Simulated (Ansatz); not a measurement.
Consider HgTe in the zinc blende structure (space group F-43m, No. 216; a = 6.573 Å).

Now apply this change: Cd takes the place of Hg on all its sites; the structure is relaxed again.

Levels (all Ansatz, a program for electronic structure, PAW, earlier PAW set): r2SCAN (500 eV, without spin-orbit coupling); HSE06+SOC (420 eV, spin-orbit coupling included).

The geometry is relaxed with r2SCAN.

- r2SCAN lowest conduction level above the VBM at special points: Γ 1.16 eV; L 2.20 eV; X 2.97 eV
- r2SCAN valence-band top at Γ: 0.00, 0.00, 0.00 eV

**Question.** What does HSE06+SOC give at this geometry for the lowest conduction level above the VBM at special points and valence-band top at Γ?

**Answer.** The lowest conduction level above the VBM at special points becomes Γ 1.21 eV; L 2.30 eV; X 3.05 eV (r2SCAN: Γ 1.16 eV; L 2.20 eV; X 2.97 eV); the valence-band top at Γ (three highest Kramers pairs, from the VBM) becomes 0.00, 0.00, -0.94 eV (r2SCAN: 0.00, 0.00, 0.00 eV). The threefold valence maximum splits by Δso ≈ 0.94 eV.

Single points use the geometry relaxed with r2SCAN. The spin-orbit shifts are approximate. With Te present, leaving out spin-orbit coupling can change the band edges. The levels and masses belong to the bands next to the band gap. Stability against distortions was not tested. The runs without spin-orbit coupling are not spin-polarised.
